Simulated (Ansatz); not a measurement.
Here is the system:

```
CELL_PARAMETERS angstrom
      4.45973     0.00000     0.00000
      0.00000     4.45973     0.00000
      0.00000     0.00000     3.15913
ATOMIC_POSITIONS crystal
  Ir 0.00000 0.00000 0.00000
  Ir 0.50000 0.50000 0.50000
  O  0.30910 0.30910 0.00000
  O  0.80910 0.19090 0.50000
  O  0.19090 0.80910 0.50000
  O  0.69090 0.69090 0.00000
```

No spin polarisation.

Level of theory: PBEsol, PAW, 420 eV (Ansatz, a quantum-chemistry and plane-wave program; no spin-orbit coupling). Settings: 11×11×15 k-points, 0.05 eV Fermi–Dirac smearing.

Predict the band gap and pressure.

The band gap is zero and the pressure (mean of the normal stresses, compression positive) is 0.9 GPa.

The cells carry an imposed strain or load. No phonon test of stability was made. No Hubbard U is applied, and correlation can decide whether such a compound is a metal. The final runs are not spin-polarised. The cell was made from IrO₂ in the rutile structure (space group P4_2/mnm, No. 136) by this change: biaxial strain −0.27 %, plane normal [001], relaxed out of plane.
